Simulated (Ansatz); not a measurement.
Base system: Mg3Sb2 (space group P-3m1, No. 164).

```yaml
crystal:
  lattice:
    - [4.56691, 0.00000, 0.00000]
    - [-2.28346, 3.95506, 0.00000]
    - [0.00000, 0.00000, 7.24702]
  atoms:
    - { symbol: Sb, position: [0.33333, 0.66667, 0.22875] }
    - { symbol: Sb, position: [0.66667, 0.33333, 0.77125] }
    - { symbol: Mg, position: [0.00000, 0.00000, 0.00000] }
    - { symbol: Mg, position: [0.33333, 0.66667, 0.63354] }
    - { symbol: Mg, position: [0.66667, 0.33333, 0.36646] }
```

Computed with r2SCAN (Ansatz, a first-principles code; PAW; 500 eV plane waves; no SOC).

Base values:

The hole mass is 0.085 mₑ along c, 1.1 mₑ across (at Γ) and the smallest direct gap is 1.78 eV.

Perturbation: Ca takes the place of Mg on all its sites, then cell and atoms are relaxed.

Question: Predict the new hole mass and smallest direct gap.

Answer: The hole mass becomes 0.17 mₑ along c, 1.2 mₑ across (at Γ) (base: 0.085 mₑ along c, 1.1 mₑ across (at Γ)); the smallest direct gap grows by 0.17 eV, from 1.78 eV to 1.95 eV.

With Sb present, leaving out spin-orbit coupling can change the band edges. Masses are band curvatures over ±0.01 Å⁻¹ around the edge. Whether these cells are dynamically stable was not tested. As relaxed here, Ca3Sb2 is a hypothetical phase, not in the database extracts checked.
